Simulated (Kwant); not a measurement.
System: wire with a side stub in a InSb two-dimensional gas. Effective mass 0.014 mₑ, grid spacing 10 nm, hard walls, nominal width 300 nm (29 grid rows, so walls 300 nm apart), one parabolic valley, scattering region 900 nm long along x; energies count from the band bottom; Fermi energy swept from 0.00023875 to 0.0028351 eV. Closed stub on one side, 400 nm wide and 330 nm deep.

Constants are typed, rounded textbook-type inputs, not results; the design itself was drawn at random and stands for no fabricated device.

Model: effective-mass tight-binding model on a square grid, one spin, coherent transport at 0 K (Kwant). Conductance is in e²/h.

Problem. How many channels do the leads carry at E = 2.05 meV?

Solution. The hard-wall thresholds are n² ħ²π²/(2mW²) = n² × 0.298 meV with W = 300 nm. √(2.05/0.298) = 2.62, so 2.
